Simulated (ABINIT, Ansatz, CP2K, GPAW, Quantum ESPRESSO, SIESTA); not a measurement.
# One structure in several programs: Cs (Im-3m, 1 atom in the cell)

Self-consistent single point.

```
Cs
1.0
   -3.15975     3.15975     3.15975
    3.15975    -3.15975     3.15975
    3.15975     3.15975    -3.15975
Cs
1
Direct
  0.00000   0.00000   0.00000
```

Shared settings, as Ansatz (an electronic-structure program) writes them: kpoints.mp_grid.grid = 6 6 6; scf.occupations.method = fermi_dirac; scf.occupations.width = 0.05 eV. Potentials and cutoffs stand in the table.

```csv
code,model,pressure (GPa),cutoff
SIESTA,"LDA PW92, numerical atomic orbitals DZP, PseudoDojo LDA standard norm-conserving potentials (rewritten from UPF to PSML)",-0.32,grid 300 Ry
GPAW,"LDA (Perdew-Wang 92), GPAW PAW datasets LDA (gpaw-data 1.0.1)",-0.42,550 eV
ABINIT,"LDA (PW92), norm-conserving pseudopotentials (PseudoDojo nc-sr-04 LDA standard)",-0.42,24 Ha
Quantum ESPRESSO,"LDA (PZ), PSlibrary ultrasoft (LDA) pseudopotentials",-0.43,40 Ry
Ansatz,"LDA (PW92), default PAW files made with PBE",-0.42,default
CP2K,"LDA (Pade form), GPW, DZVP-MOLOPT-SR-GTH basis, GTH-PADE potentials (GTH_POTENTIALS)",-0.36,grid 500 Ry
```

The spread over the programs that give each value: pressure within 0.11 GPa.

SIESTA and CP2K use small atom-centred bases, whose incompleteness enters pressures, forces and empty levels differently from a plane-wave cutoff. Ansatz's pressure is given at a fixed set of plane waves, as the other plane-wave codes print theirs. The same LDA comes in different parametrisations, which differ slightly.

The starting cell comes from a database of computed structures (which also holds hypothetical and non-ambient phases and stackings), without a prior relaxation at this level. Its lattice was rescaled by a random factor within 2.5 % of one.

Left out of this page: Elk and FLEUR (not drawn, or without a comparable value).

Keys are those of Ansatz 0.2.
